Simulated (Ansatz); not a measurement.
# Resistivity of Al (Fm-3m) against temperature

Phonon-limited resistivity of Al (Fm-3m), the mean of three axes that agree within 2 %; conventional cell a = b = c = 4.0108 Å, α = β = γ = 90.00°, held at all temperatures. All values below come from PBEsol, DFPT electron-phonon coupling, linearised Boltzmann equation (plane waves, PAW, scalar-relativistic; Ansatz, a program for electronic structure). Geometry: relaxed with this functional, without spin-orbit coupling. The complete rows start at 200 K or above; rows over 80 μΩ·cm, or moving by over 2.5 % with the electron mesh, are left out.

Here T stands for T and ρ for ρ.

```
T (K)  ρ (μΩ·cm)
-----  ---------
100            ?
200         1.36
250         1.84
273         2.06
300         2.31
350         2.77
400         3.22
500         4.10
```

Problem. Fit ρ against T with a straight line, and predict the withheld value at T = 100.

Solution. With u = T - 325, the rows have u = -125.00, -75.00, -52.00, -25.00, 25.00, 75.00, 175.00. Means: u -0.28571, ρ 2.523. About the means, the sum of products is 560.43 and the sum of squares of u is 61453; the slope is their ratio. Least squares gives ρ = 2.525 + 0.009120·u. Residuals (row less fit): -0.025, -0.001, 0.009, 0.013, 0.017, 0.011, -0.021; standard error 0.019 (degrees of freedom: 5). At 300 K the line gives a temperature coefficient (1/ρ)·dρ/dT of about 4.0 × 10⁻³ per K; a resistivity strictly proportional to T would have 3.3 × 10⁻³. At the withheld row, u = -225.00, so ρ = 2.525 + 0.009120 × (-225.00) = 0.473 μΩ·cm. The calculation gives 0.37 μΩ·cm, 0.103 μΩ·cm below the prediction (2.8 % of the range of ρ in the table). The row lies outside the fitted rows, so this is an extrapolation. From the scatter of the fitted rows alone, a prediction at this place has a standard error of 0.026 μΩ·cm, so the miss is 3.9 times that.

At 100 K ρ/T is 45 % lower than at 200 K, as phonons begin to freeze out (Bloch-Grüneisen).  Residuals can be curvature or mesh error rather than random scatter, so the standard error can understate the doubt. Series whose upper rows bend far from a line aren't tabulated.  A metal at this level (no band gap). Only scattering by harmonic phonons is included (no impurities, grain boundaries, electron-electron scattering or thermal expansion). Spin-orbit coupling is left out. The run warned that the eigensolver left some states short of its tolerance. Halving the electron mesh (36x36x36) moves the resistivity by up to 2 %. Smearing 0.20 eV; phonons on a 6x6x6 q mesh, which this run doesn't test and which matters most at low temperature.
